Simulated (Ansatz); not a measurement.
## A computed series for TiO2: response to strain

Base system: TiO2 in the rutile structure (space group P4_2/mnm, No. 136; a = 4.5481 Å, c = 2.9171 Å). Axes: x, y, z lie along a, b, c of the conventional cell.

Strains are applied to the cell and any free atomic positions relax.

Method: Ansatz (an electronic-structure program), LDA, PAW, cutoff 420 eV, spin-orbit coupling left out.

Notes on the quantities. energy relative to the base: free energy F.

| uniaxial strain ε_zz (%) | energy relative to the base (meV/atom) |
|---|---|
| -3 | 15.8 |
| -2.4 | 10.0 |
| -1.8 | ? |
| -1.2 | 2.4 |
| -0.6 | 0.6 |
| 0 | 0.0 |

**Question.** Fit ΔE = Aε² + Bε³ (ε in %) to the rows shown and predict the withheld row.

**Answer.** Least squares on the printed values gives A = 1.64 and B = -0.040 meV/atom (largest residual 0.0 meV/atom); this predicts 5.5 meV/atom, and the run gives 5.6 meV/atom, in agreement.

No phonon test of stability was made. The final runs are not spin-polarised.
